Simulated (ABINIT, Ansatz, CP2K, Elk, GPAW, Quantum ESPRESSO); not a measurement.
# One structure in several programs: La2AsI2 (P-3m1, 5 atoms in the cell)

Self-consistent single point, at a second geometry (lattice scaled by 0.98). First geometry:

```
CELL_PARAMETERS angstrom
      4.47682     0.00000     0.00000
     -2.23841     3.87704     0.00000
      0.00000     0.00000    11.34196
ATOMIC_POSITIONS crystal
  La 0.33333 0.66667 0.14806
  La 0.66667 0.33333 0.85194
  As 0.00000 0.00000 0.00000
  I  0.33333 0.66667 0.66483
  I  0.66667 0.33333 0.33517
```

Shared settings, as Ansatz (a program for electronic structure) writes them: kpoints.mp_grid.grid = 6 6 2; scf.occupations.method = fermi_dirac; scf.occupations.width = 0.1 eV. Potentials and cutoffs stand in the table.

| code | model | ΔF from the first geometry (meV/atom) | pressure (GPa) | largest force (eV/Å) | cutoff |
|---|---|---|---|---|---|
| GPAW | LDA (Perdew-Wang 92), GPAW PAW datasets LDA (gpaw-data 1.0.1) | -46.6 | -2.08 | 0.186 | 800 eV |
| Quantum ESPRESSO | LDA (PZ), GBRV 1.5 ultrasoft (LDA) pseudopotentials | -46.9 | -2.11 | 0.188 | 40 Ry |
| ABINIT | LDA (PW92), PAW (JTH v2.0 LDA PAW) | -46.6 | -2.07 | 0.186 | 26 Ha |
| Elk | LDA (PW92), all-electron FP-LAPW, Elk's shipped species files, APW+lo basis with extra local orbitals | -40.8 | – | – | rgkmax 7.5 |
| Ansatz | LDA (PW92), PAW files made with PBE | -47.6 | -2.18 | 0.199 | default |
| CP2K | LDA (Pade form), GPW, DZVP-MOLOPT-SR-GTH basis, GTH-PADE potentials (GTH_POTENTIALS) | -42.5 | -1.72 | 0.101 | grid 500 Ry |

A dash marks a value that a program does not give, or that is left out as unsure.

On Ansatz's run: spin-orbit coupling is off.

The spread over the programs that give each value: ΔF from the first geometry within 6.8 meV/atom; pressure within 0.46 GPa; largest force within 0.098 eV/Å.

CP2K uses small atom-centred bases, whose incompleteness enters pressures, forces and empty levels differently from a plane-wave cutoff. Elk treats all electrons, but the usual bases taken here (sphere radii, linearisation, local orbitals, empty states) were not tested for convergence, so the values are no reference for the others. Ansatz's pressure is given at a fixed set of plane waves, as the other plane-wave codes print theirs. The same LDA comes in different parametrisations, which differ slightly. In the force vectors, CP2K (by 0.085) lies more than 0.08 eV/Å from the median of the plane-wave programs.

The starting cell comes from a database of computed structures (which also holds hypothetical and non-ambient phases and stackings), without a prior relaxation at this level. Its lattice was rescaled by a random factor within 2.5 % of one. For this run, on top of that: lattice scaled by 0.98.

Left out of this page: FLEUR (with a known weakness of the program).

Keys are those of Ansatz 0.2.
